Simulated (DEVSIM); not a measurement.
System: abrupt GaP p-n junction, at 300 K.

```tsv
layer (left to right)	material	thickness (μm)	Nd (cm⁻³)	Na (cm⁻³)	τn (s)	τp (s)
1	GaP	25.0	-	1.8e16	2e-6	2e-6
2	GaP	0.530	9.8e16	-	2e-6	2e-6
```

Left contact: ohmic. Right contact: ohmic. Voltage is applied to the left contact. Recombination: SRH at mid-gap, Auger. Mobility is μmin + (μ − μmin)/(1 + (N/Nref)^α).

The device is made up for the run: typed textbook-type constants, with dimensions and the other settings drawn at random. Values at 300 K.

```tsv
parameter	GaP
gap (eV)	2.26
affinity (eV)	3.8
permittivity	11.1
Nc (cm⁻³)	1.8e19
Nv (cm⁻³)	1.9e19
μn (cm²/Vs)	250
μp (cm²/Vs)	150
μn,min	10
μp,min	10
Nref,n	4.4e18
Nref,p	1e18
αn	0.8
αp	0.85
Cn (cm⁶/s)	1e-30
Cp (cm⁶/s)	1e-30
```

DEVSIM, 1D drift-diffusion, Boltzmann statistics, complete ionisation; no tunnelling, impact ionisation, image-force lowering or self-heating.

Problem. Tabulate band edges, carrier densities and field at -5.0 V on the left contact.

Solution. Energies count from the Fermi level of the right contact; mesh points crowd at the junctions.

| x (μm) | Ec (eV) | Ev (eV) | n (cm⁻³) | p (cm⁻³) | field (V/cm) |
|---|---|---|---|---|---|
| 0.000 | 7.080 | 4.820 | < 1e2 | 1.8e16 | ≈ 0 |
| 0.02810 | 7.080 | 4.820 | < 1e2 | 1.8e16 | ≈ 0 |
| 0.08905 | 7.080 | 4.820 | < 1e2 | 1.8e16 | ≈ 0 |
| 0.2212 | 7.080 | 4.820 | < 1e2 | 1.8e16 | ≈ 0 |
| 0.6834 | 7.080 | 4.820 | < 1e2 | 1.8e16 | ≈ 0 |
| 1.510 | 7.080 | 4.820 | < 1e2 | 1.8e16 | ≈ 0 |
| 3.303 | 7.080 | 4.820 | < 1e2 | 1.8e16 | ≈ 0 |
| 9.189 | 7.080 | 4.820 | < 1e2 | 1.8e16 | ≈ 0 |
| 17.02 | 7.080 | 4.820 | < 1e2 | 1.8e16 | ≈ 0 |
| 21.34 | 7.080 | 4.820 | < 1e2 | 1.8e16 | ≈ 0 |
| 23.32 | 7.080 | 4.820 | < 1e2 | 1.8e16 | ≈ 0 |
| 24.43 | 6.994 | 4.734 | < 1e2 | 6.4e14 | -19000 |
| 24.75 | 4.909 | 2.649 | < 1e2 | < 1e2 | -110000 |
| 24.90 | 2.949 | 0.689 | < 1e2 | < 1e2 | -160000 |
| 24.98 | 1.612 | -0.648 | < 1e2 | < 1e2 | -180000 |
| 25.00 | 1.169 | -1.091 | < 1e2 | < 1e2 | -180000 |
| 25.03 | 0.699 | -1.561 | 3.3e7 | < 1e2 | -130000 |
| 25.09 | 0.195 | -2.065 | 9.5e15 | < 1e2 | -34000 |
| 25.29 | 0.135 | -2.125 | 9.8e16 | < 1e2 | ≈ 0 |
| 25.42 | 0.135 | -2.125 | 9.8e16 | < 1e2 | ≈ 0 |
| 25.49 | 0.135 | -2.125 | 9.8e16 | < 1e2 | ≈ 0 |
| 25.53 | 0.135 | -2.125 | 9.8e16 | < 1e2 | ≈ 0 |
